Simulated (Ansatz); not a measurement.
Start from SnS in the GeS type structure (space group Pnma, No. 62).

```
CELL_PARAMETERS angstrom
     11.15548     0.00000     0.00000
      0.00000     3.99991     0.00000
      0.00000     0.00000     4.26082
ATOMIC_POSITIONS crystal
  Sn 0.61842 0.75000 0.61176
  Sn 0.88158 0.25000 0.11176
  Sn 0.38158 0.25000 0.38824
  Sn 0.11842 0.75000 0.88824
  S  0.35287 0.75000 0.97526
  S  0.14713 0.25000 0.47526
  S  0.64713 0.25000 0.02474
  S  0.85287 0.75000 0.52474
```

Cartesian axes are those of the cell as printed.

Calculations: plane-wave PAW DFT at the PBE-D3(BJ) level (Ansatz, a program for electronic structure, 420 eV), no spin-orbit coupling, earlier PAW set.

Before the change:

The pressure is 0.00 GPa and the band gap is 0.70 eV.

Perturbation: uniaxial strain ε_yy = +0.29 %, all other strain components held at zero; the atoms relax in the strained cell.

Problem. What does the calculation give for the pressure after the change?

Solution. The pressure (mean of the normal stresses, compression positive) goes from zero to -0.13 GPa.

Problem. What does the calculation give for the band gap after the change?

Solution. The band gap increases by 0.03 eV (0.70 eV → 0.73 eV).

Problem. Estimate the effect on the energy relative to the base.

Solution. The energy hardly moves.

Gaps are Kohn–Sham eigenvalue differences; semilocal functionals usually give less than the measured gap. Stability against distortions was not tested.
